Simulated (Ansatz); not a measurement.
**SnO₂ in the rutile structure (space group P4_2/mnm, No. 136)**

```cif
data_O4Sn2
_chemical_formula_sum 'Sn2 O4'
_space_group_name_H-M_alt 'P 1'
_space_group_IT_number 1
_cell_length_a 4.82763
_cell_length_b 4.82763
_cell_length_c 3.23793
_cell_angle_alpha 90.000
_cell_angle_beta 90.000
_cell_angle_gamma 90.000
loop_
_space_group_symop_operation_xyz
  'x, y, z'
loop_
_atom_site_label
_atom_site_type_symbol
_atom_site_fract_x
_atom_site_fract_y
_atom_site_fract_z
_atom_site_occupancy
Sn1 Sn 0.50000 0.50000 0.50000 1
Sn2 Sn 0.00000 0.00000 0.00000 1
O1 O 0.30660 0.30660 0.00000 1
O2 O 0.69340 0.69340 0.00000 1
O3 O 0.80660 0.19340 0.50000 1
O4 O 0.19340 0.80660 0.50000 1
```

Computed with plane-wave PAW DFT at the PBE level (Ansatz, an electronic-structure program, 420 eV), without spin-orbit coupling, earlier PAW set. k-mesh 7×7×10 (Γ-centred); smearing 0.05 eV (Fermi–Dirac).

```yaml
volume_per_atom: 12.58 Å³
density: 6.63 g/cm³
band_gap: 0.68 eV, direct at Γ
electron_mass: 0.16 mₑ along c, 0.17 mₑ across
Lowest conduction-band minima above the VBM: Γ 0.68 eV
total_energy: -2386.359 eV/atom (σ→0; compares only within this code and set-up)
```

Masses are band curvatures over ±0.01 Å⁻¹ around the edge. No phonon test of stability was made. The base started in Pnnm and relaxed to P4_2/mnm at this level.
